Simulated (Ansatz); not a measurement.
**A computed series for Ru: response to strain**

The reference is Ru in the hcp (Mg type) structure (space group P6_3/mmc, No. 194; relaxed with 0.1 eV smearing).

```xyz
2
Lattice="2.6914 0.0000 0.0000 -1.3457 2.3308 0.0000 0.0000 0.0000 4.2489" Properties=species:S:1:pos:R:3 pbc="T T T"
Ru     1.3457     0.7769     3.1867
Ru     0.0000     1.5539     1.0622
```

Cartesian axes are those of the cell as printed.

Strains are applied to the cell and any free atomic positions relax.

Level of theory: PBEsol in Ansatz (plane waves to 420 eV, PAW, no SOC).

Candidates:
(a) uniaxial strain ε_zz = −2.50 %
(b) uniaxial strain ε_zz = +1.00 %
(c) uniaxial strain ε_zz = +2.00 %
(d) uniaxial strain ε_zz = +2.50 %

Notes on the quantities. energy relative to the base: free energy F.

Question: Order them by energy relative to the base, highest first.

Answer: (a) uniaxial strain ε_zz = −2.50 % (+20 meV/atom), (d) uniaxial strain ε_zz = +2.50 % (+17 meV/atom), (c) uniaxial strain ε_zz = +2.00 % (+11 meV/atom), (b) uniaxial strain ε_zz = +1.00 % (+2.9 meV/atom)

No phonon test of stability was made. The final runs are not spin-polarised.

Ansatz is a program for electronic structure.
